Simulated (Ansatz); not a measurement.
Take SiO$_{2}$ (space group Imma, No. 74; a = 5.264 Å, b = 9.578 Å, c = 8.918 Å; a cell from a computed database, its experimental status unchecked) as the base. Axes: x, y, z lie along a, b, c of the conventional cell.

Method: Kohn–Sham DFT with the PBEsol functional, run in Ansatz (a first-principles code) with PAW and 420 eV plane waves, without spin-orbit coupling.

One thing is altered: uniaxial strain ε_yy = +0.66 %, all other strain components held at zero, atoms relaxed at fixed cell.

Problem. Predict the stress tensor and what it implies for the stiffness.

Solution. Stress of the strained cell less that of the base (GPa, compression positive):
```
  -0.31    0.00    0.00
   0.00   -0.34    0.00
   0.00    0.00   -0.57
```

Then −Δσ_ii/ε with ε = 0.0066 gives relaxed-ion elastic constants: C22 ≈ 51 GPa, C12 ≈ 48 GPa and C23 ≈ 87 GPa.

Whether these cells are dynamically stable was not tested.
